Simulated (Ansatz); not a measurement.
# Element substitutions in Rb3P

Start from Rb₃P (space group Fm-3m, No. 225; a = 8.213 Å; a model cell, its experimental status unchecked).

Each row replaces one element on all its sites; cell and atoms are relaxed.

Computed with PBEsol/PAW in Ansatz (an electronic-structure program), no SOC.

Base values:

* **Volume per atom**: 34.62 Å³

### Question
The aim is a volume per atom between 40.79 Å³ and 43.48 Å³. Which of these changes reaches it?
A) P → Cl
B) P → Ge
C) P → N

### Answer
B, P → Ge. It gives 42.18 Å³; P → Cl gives 57.72 Å³; P → N gives 27.12 Å³. Changes not listed may reach it too

No phonon test of stability was made. As relaxed here, Rb3Ge, Rb3Cl and Rb3N are hypothetical phases, not in the database extracts checked. All final runs are without spin polarisation. An odd electron count without spin: Rb3Ge.
